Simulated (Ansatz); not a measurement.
```
SiC
1.0
    3.07812     0.00000     0.00000
   -1.53906     2.66573     0.00000
    0.00000     0.00000    10.07618
Si C
4 4
Cartesian
  0.00000   0.00000  -0.00182
  0.00000   0.00000   5.03627
  1.53906   0.88858   7.56383
  0.00000   1.77716   2.52574
  0.00000   0.00000   8.18863
  0.00000   0.00000   3.15054
  1.53906   0.88858   5.66759
  0.00000   1.77716   0.62950
```

No spin polarisation.

Electron doping at 5.0×10^21 cm⁻³ (0.413 per cell), with a uniform compensating background at fixed cell and a 300 K Fermi–Dirac width.

Level of theory: PBEsol/PAW in Ansatz (a quantum-chemistry and plane-wave program), no spin-orbit coupling, earlier PAW set. Γ-centred 17×17×5 mesh, Fermi–Dirac width 0.0259 eV.

Task: Predict the gap character and Fermi level from band edge.

Result: 
- Gap character = indirect, Γ → M
- Fermi level relative to the doped band's edge (positive inside the band; to 0.05 eV) = +0.70 eV

Charged cell with a jellium background: band edges are those of the host's band count, energies are not comparable with the neutral cell, and many-body gap narrowing is missing. Whether these cells are dynamically stable was not tested. The cell was made from SiC (space group P6_3mc, No. 186) by this change: electrons 5.0×10^21 cm⁻³.
